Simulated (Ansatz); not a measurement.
Base system: MgO in the rock salt structure (space group Fm-3m, No. 225; a = 4.214 Å).

It is then changed as follows: cell and atoms relaxed at a pressure of 3 GPa.

Levels (all Ansatz, a program for electronic structure, PAW): PBEsol (420 eV, no SOC); HSE06 (420 eV, scalar-relativistic without spin-orbit coupling).

The geometry is relaxed with PBEsol.

```
Quantity          Result
---------------  -------
PBEsol band gap  4.80 eV
```

With HSE06 at the same geometry, the band gap grows by 1.866 eV to 6.66 eV.

Single points use the geometry relaxed with PBEsol. Load acts through the strain it causes; cell and atoms are relaxed under it. Stability against distortions was not tested. The base started in P3_121 and relaxed to Fm-3m at this level.
